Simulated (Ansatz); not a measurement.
**Response to strain in ScAl3**

The parent structure is ScAl3 in the Cu3Au type structure (space group Pm-3m, No. 221; a = 4.0725 Å; relaxed with 0.1 eV smearing). Axes: x, y, z lie along the cube axes.

Strains are applied to the cell and any free atomic positions relax; under biaxial strain the out-of-plane vector relaxes too.

Computed with PBEsol (Ansatz, a quantum-chemistry and plane-wave program, PAW, scalar-relativistic without spin-orbit coupling).

```csv
"biaxial strain, plane normal [001], relaxed out of plane (%)",out-of-plane strain (%)
-3,1.35
-2.4,1.07
-1.8,0.80
-1.2,?
-0.6,0.27
0,0.00
```

Question: Fit ε⊥ = −νε + γε² (strains in %) to the rows shown and predict the withheld row.

Answer: Least squares on the printed values gives ν = 0.44 (the biaxial Poisson response) and γ = 0.003 (largest residual 0.01 %); this predicts 0.53 %, and the run gives 0.54 %, in agreement.

Whether these cells are dynamically stable was not tested. The final runs are not spin-polarised.
